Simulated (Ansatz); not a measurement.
How far PBE and PBEsol part for HgS

Base system: HgS in the zinc blende structure (space group F-43m, No. 216; a = 5.992 Å).

(Cell as relaxed with PBE.)

Levels (all Ansatz, a quantum-chemistry and plane-wave program, PAW): PBE (420 eV, no SOC); PBEsol (420 eV, scalar-relativistic without spin-orbit coupling).

Each level relaxes its own structure.

```tsv
quantity	PBE	PBEsol
volume per atom	26.89 Å³	25.36 Å³
lattice parameter a	5.992 Å	5.876 Å
band gap	zero	zero
```

PBE's volume per atom lies 1.53 Å³ above PBEsol's (6.0 %); PBE's lattice parameter a lies 0.116 Å above PBEsol's (2.0 %); the two agree on the band gap. Neither level is exact; PBEsol is the comparison here, not a measurement.

With Hg present, leaving out spin-orbit coupling can change the band edges. Stability against distortions was not tested. All final runs are without spin polarisation. A zero or small gap of HgS can be the functional's error rather than a property of the material.
